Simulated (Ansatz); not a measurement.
Partial pair distribution functions of a relaxed model of amorphous Si12Ge12O48, broadened by 0.06 Å; density 2.83 g/cm³. Computed with PBE, scalar-relativistic without spin-orbit coupling (plane waves to 420 eV, PAW; Ansatz, an electronic-structure program).

The cell was made by melting and quenching with the CHGNet potential and then relaxed with DFT. O atoms were pushed apart under 1.9 Å during the dynamics, to hinder bonds among them. The hot cell started wider than the set density and was brought back towards it in steps. It is the lowest in DFT energy of 2 quenches. It is a model cell: composition and starting density were chosen by hand, and all elements were melted together. No dispersion term was used. Its density started from a set value of 3.19 and ended at 2.83 g/cm³. The simulated quench (nominally 390 K/ps over its main leg) is rapid and tends to freeze in more defects than a deposited or slowly cooled glass has. Values belong to this one cell and scatter from quench to quench. Volume and shape were free in the relaxation.

| r (Å) | g Si-O | g Ge-O | g Si-Si | g Ge-Ge |
|---|---|---|---|---|
| 1.40 | 0.01 | 0.00 | 0.00 | 0.00 |
| 1.50 | 1.50 | 0.00 | 0.00 | 0.00 |
| 1.60 | 15.39 | 0.42 | 0.00 | 0.00 |
| 1.70 | 11.11 | 8.36 | 0.00 | 0.00 |
| 1.80 | 0.56 | 13.79 | 0.00 | 0.00 |
| 1.90 | 0.00 | 1.88 | 0.00 | 0.00 |
| 2.00 | 0.00 | 0.02 | 0.00 | 0.00 |
| 2.10 | 0.00 | 0.00 | 0.00 | 0.00 |
| 2.20 | 0.00 | 0.00 | 0.00 | 0.00 |
| 2.30 | 0.00 | 0.00 | 0.00 | 0.00 |
| 2.40 | 0.00 | 0.00 | 0.00 | 0.06 |
| 2.50 | 0.00 | 0.00 | 0.00 | 0.95 |
| 2.60 | 0.00 | 0.00 | 0.00 | 0.90 |
| 2.70 | 0.02 | 0.00 | 0.30 | 0.05 |
| 2.80 | 0.14 | 0.00 | 2.99 | 0.00 |
| 2.90 | 0.12 | 0.06 | 6.08 | 0.34 |
| 3.00 | 0.25 | 0.43 | 4.68 | 3.33 |
| 3.10 | 0.42 | 0.39 | 2.23 | 4.30 |
| 3.20 | 0.98 | 0.47 | 1.12 | 3.10 |
| 3.30 | 1.00 | 0.74 | 0.16 | 1.75 |
| 3.40 | 0.87 | 0.64 | 0.00 | 0.26 |
| 3.50 | 0.88 | 0.70 | 0.00 | 0.00 |
| 3.60 | 0.98 | 0.95 | 0.00 | 0.00 |
| 3.70 | 1.09 | 1.50 | 0.00 | 0.00 |
| 3.80 | 1.09 | 1.35 | 0.00 | 0.00 |
| 3.90 | 1.23 | 1.41 | 0.00 | 0.00 |
| 4.00 | 1.49 | 1.71 | 0.14 | 0.00 |
| 4.10 | 2.16 | 1.39 | 0.75 | 0.10 |
| 4.20 | 2.37 | 1.17 | 0.69 | 1.12 |
| 4.30 | 1.64 | 1.41 | 0.53 | 1.08 |
| 4.40 | 1.29 | 1.68 | 0.54 | 0.88 |
| 4.50 | 0.99 | 1.45 | 1.38 | 0.32 |
| 4.60 | 0.77 | 0.87 | 1.17 | 0.39 |
| 4.70 | 0.58 | 0.72 | 0.95 | 0.40 |
| 4.80 | 0.54 | 0.56 | 1.81 | 1.08 |
| 4.90 | 0.50 | 0.73 | 1.14 | 0.57 |
| 5.00 | 0.30 | 0.83 | 1.30 | 1.34 |
| 5.10 | 0.52 | 0.83 | 0.99 | 1.85 |

Within 1.90 Å each Si has 4.00 O neighbours on average.
